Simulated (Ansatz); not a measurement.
**Linear expansion coefficient of some elemental and intermetallic metals: functionals against measurement**

Computed: quasi-harmonic values at 300 K, zero-point motion included; Ansatz (a quantum-chemistry and plane-wave program), plane waves, PAW, no spin-orbit coupling. Unit: 10⁻⁶/K.

```csv
crystal,LDA,PBE,measured
bcc (W type) Mo,5.00,5.81,4.80
Ca in the fcc (Cu type) structure,22.99,22.40,22.30
fcc (Cu type) Rh,7.76,9.44,8.20
fcc (Cu type) Pt,9.13,11.50,8.80
"Ba (bcc (W type), Im-3m)",16.93,23.74,20.60
```

**Question.** What are the mean and median signed errors and the mean absolute error of each functional over these crystals, which is its worst case, and is the sign systematic?

**Answer.** LDA: mean -2 %, median +3 %, mean absolute 7 %, worst Ba (-18 %), too high in 3 of 5. PBE: mean +17 %, median +15 %, mean absolute 17 %, worst Pt (+31 %), too high in 5 of 5. The smallest mean absolute error in this sample is LDA's. These misses hold whatever the vibrational approximation and the meshes add; that part was not separated from the functional's. The runs of Ca (PBE), Mo (LDA), Mo (PBE) noted for some cells that some bands missed the eigensolver's tolerance; how far this moves their values was not measured.

How the rows were picked: 5 drawn at random from 5 crystals of this class, out of a list of well-known materials fixed without regard to these values, that have a measured value near 300 K, finished at all these levels with no failed check and kept their space group (17 more lack a level or, for metals, share no mesh). Not counted are runs whose study broke down (unstable modes, extrapolation, over 7 % swelling), metals on 2×2×2 phonon meshes and crystals kept out of this collection; none was dropped for the size of its miss. The first recommended value of the table was taken, not the nearest; crystal-database cells and sources from 2025 on were not used.

Measured values: Kaye and Laby Online (NPL), 2.3.5 Thermal expansion; Wikipedia, Thermal expansivities of the elements.

The PAW data sets were generated under PBE and serve the other functionals too.
